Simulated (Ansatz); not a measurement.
# Pressure series in ZrB2

Take ZrB2 (space group P6/mmm, No. 191; a = 3.171 Å, c = 3.541 Å) as the base.

Cell and atoms are relaxed at each pressure.

Calculations: PBE in Ansatz (plane waves to 420 eV, PAW, no SOC).

Notes on the quantities. enthalpy: H = E + PV relative to the base's energy.

```csv
case,enthalpy,shortest interatomic distance
base,–,1.831 Å
pressure −2 GPa,-0.13 eV/atom,1.836 Å
pressure −1 GPa,-0.06 eV/atom,1.833 Å
pressure 3 GPa,+0.19 eV/atom,1.824 Å
pressure 7 GPa,+0.44 eV/atom,1.815 Å
pressure 15 GPa,+0.94 eV/atom,1.799 Å
pressure 30 GPa,+1.82 eV/atom,1.772 Å
pressure 50 GPa,+2.95 eV/atom,1.743 Å
pressure 75 GPa,+4.29 eV/atom,1.712 Å
pressure 100 GPa,+5.56 eV/atom,1.686 Å
```

Load acts through the strain it causes; cell and atoms are relaxed under it. No phonon test of stability was made. Competing high-pressure phases were not computed. All final runs are without spin polarisation.

Ansatz is a first-principles code.
